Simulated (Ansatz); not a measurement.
The parent structure is GaN in the wurtzite structure (space group P6_3mc, No. 186; a = 3.1826 Å, c = 5.1853 Å).

Perturbation: a hydrostatic pressure of 30 GPa.

Levels (all Ansatz, an electronic-structure program, PAW): PBEsol (420 eV, no SOC); r2SCAN (500 eV, scalar-relativistic without spin-orbit coupling); HSE06 (420 eV, no spin-orbit coupling).

One geometry, relaxed with PBEsol, under each level:

| level | band gap | lowest conduction level above the VBM at special points | electron mass | pressure |
|---|---|---|---|---|
| PBEsol | 2.67 eV | Γ 2.67 eV; L 4.64 eV; K 4.90 eV; A 4.98 eV | 0.21 mₑ along c, 0.23 mₑ across (at Γ) | 30.00 GPa |
| r2SCAN | 3.19 eV | Γ 3.19 eV; L 5.28 eV; K 5.53 eV; A 5.61 eV | 0.22 mₑ along c, 0.24 mₑ across (at Γ) | 31.17 GPa |
| HSE06 | 4.11 eV | Γ 4.11 eV; L 6.10 eV; K 6.28 eV | – | – |

Single points use the geometry relaxed with PBEsol. Their cutoffs differ, which shifts pressures a little. Load acts through the strain it causes; cell and atoms are relaxed under it. Effective masses come from finite differences of ±0.01 Å⁻¹. Whether these cells are dynamically stable was not tested. Tetrahedral semiconductors of this kind turn to denser phases somewhere between about 1 and 50 GPa; those were not computed, so compressed cells here can lie past the real transition.
